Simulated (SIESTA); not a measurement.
SIESTA run on NaPbF3 (Pnma, 20 atoms in the cell): self-consistent single point.

Method of the run: GGA PBE, numerical atomic orbitals TZP, PseudoDojo PBE standard norm-conserving potentials (rewritten from UPF to PSML) (SIESTA 5.4.2).

```yaml
crystal:
  lattice:
    - [6.34168, 0.00000, 0.00000]
    - [0.00000, 8.94811, 0.00000]
    - [0.00000, 0.00000, 6.32052]
  atoms:
    - { symbol: Na, position: [0.48770, 0.25000, 0.99160] }
    - { symbol: Na, position: [0.98770, 0.25000, 0.50840] }
    - { symbol: Na, position: [0.51230, 0.75000, 0.00840] }
    - { symbol: Na, position: [0.01230, 0.75000, 0.49160] }
    - { symbol: Pb, position: [0.00000, 0.00000, 0.00000] }
    - { symbol: Pb, position: [0.50000, 0.50000, 0.50000] }
    - { symbol: Pb, position: [0.00000, 0.50000, 0.00000] }
    - { symbol: Pb, position: [0.50000, 0.00000, 0.50000] }
    - { symbol: F, position: [0.03130, 0.25000, 0.05860] }
    - { symbol: F, position: [0.53130, 0.25000, 0.44140] }
    - { symbol: F, position: [0.96870, 0.75000, 0.94140] }
    - { symbol: F, position: [0.46870, 0.75000, 0.55860] }
    - { symbol: F, position: [0.28800, 0.53700, 0.21300] }
    - { symbol: F, position: [0.78800, 0.96300, 0.28700] }
    - { symbol: F, position: [0.71200, 0.03700, 0.78700] }
    - { symbol: F, position: [0.21200, 0.46300, 0.71300] }
    - { symbol: F, position: [0.71200, 0.46300, 0.78700] }
    - { symbol: F, position: [0.21200, 0.03700, 0.71300] }
    - { symbol: F, position: [0.28800, 0.96300, 0.21300] }
    - { symbol: F, position: [0.78800, 0.53700, 0.28700] }
```

Reference input (self-consistent single point, DFT, GGA PBE, numerical atomic orbitals TZP, PseudoDojo PBE standard norm-conserving potentials (rewritten from UPF to PSML)): XC.functional = GGA; XC.authors = PBE; potentials = PseudoDojo PBE standard; PAO.BasisSize = TZP; PAO.EnergyShift = 0.005 Ry; MeshCutoff = 400 Ry; kgrid.MonkhorstPack = 3 2 3; OccupationFunction = FD; ElectronicTemperature = 100 meV; MaxSCFIterations = 150; SCF.Mixer.Method = Pulay; SCF.Mixer.Weight = 0.25. This run's input differs from it in these lines:

```diff
@@ -45,2 +45,3 @@
 PAO.EnergyShift              0.005 Ry
+PAO.BasisType                splitgauss
 MeshCutoff                   400 Ry
```

The program printed (abridged):

```
reinit: Reading from file input.fdf

reinit: System Name: NaPbF3
reinit: System Label: napbf3

coor:   Atomic-coordinates input format  =     Cartesian coordinates
coor:                                          (in Angstroms)

siesta: Atomic coordinates (Bohr) and species
siesta:      5.84462   4.22737  11.84371  1        1
siesta:     11.83664   4.22737   6.07235  1        2
   [... lines left out ...]
Total ionic charge:   176.000000

* ProcessorY, Blocksize:    1  64

* Orbital distribution balance (max,min):   332   332

k-point displ. along   2 input, could be:     0.00    0.50
 Kpoints in:           12 . Kpoints trimmed:           11

siesta: k-grid: Number of k-points = 11
siesta: k-points from Monkhorst-Pack grid
siesta: k-cutoff (effective) =     8.948 Ang
siesta: k-point supercell and displacements
siesta: k-grid:     3     0     0      0.000
siesta: k-grid:     0     2     0      0.000
siesta: k-grid:     0     0     3      0.000

diag: Algorithm                                     = D&C
diag: Parallel over k                               =   F
diag: Use parallel 2D distribution                  =   F
diag: Parallel block-size                           = 64
diag: Parallel distribution                         =     1 x     1
diag: Used triangular part                          = Lower
diag: Absolute tolerance                            =  0.100E-15
diag: Orthogonalization factor                      =  0.100E-05
diag: Memory factor                                 =  1.0000

superc: Internal auxiliary supercell:     5 x     3 x     5  =      75
superc: Number of atoms, orbitals, and projectors:   1500  24900  21900

                        Single-point calculation

superc: Internal auxiliary supercell:     5 x     3 x     5  =      75
superc: Number of atoms, orbitals, and projectors:   1500  24900  21900

outcell: Unit cell vectors (Ang):
        6.341684    0.000000    0.000000
        0.000000    8.948108    0.000000
        0.000000    0.000000    6.320515

outcell: Cell vector modules (Ang)   :    6.341684    8.948108    6.320515
outcell: Cell angles (23,13,12) (deg):     90.0000     90.0000     90.0000
outcell: Cell volume (Ang**3)        :    358.6644
new_DM -- step:     1
Initializing Density Matrix...

Attempting to read DM from file... Failed...
DM filled with atomic data:

InitMesh: MESH = 80 x 108 x 80 = 691200
InitMesh: Mesh cutoff (required, used) =   400.000   402.612 Ry
           4
cdiag: Error in Cholesky factorisation
Stopping Program from Node:    0
cdiag: Error in Cholesky factorisation
Stopping Program from Node:    0
```

The program stopped with an error. 

The starting cell was generated: these elements placed on a structure prototype, without a prior relaxation; it need not be a known phase or ordering of this composition. Values carry the incompleteness of an atom-centred basis.

Cost on one core of a shared machine: roughly 50 s.
